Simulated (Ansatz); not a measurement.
Take Ir in the fcc (Cu type) structure (space group Fm-3m, No. 225; a = 3.831 Å; relaxed with 0.1 eV smearing) as the base.

Calculations: PBEsol (Ansatz, a quantum-chemistry and plane-wave program), no spin-orbit coupling.

Before the change:

| Property | Value |
|---|---|
| Pressure | 0.0 GPa |

One thing is altered: every lattice vector is shortened by 0.50 %, atoms relaxed at fixed cell.

Problem. What happens to the pressure and energy relative to the base?

Solution. The pressure goes from zero to 6.0 GPa; the energy increases by 3.9 meV/atom.

The cells carry an imposed strain or load. Stability against distortions was not tested. The final runs are not spin-polarised.
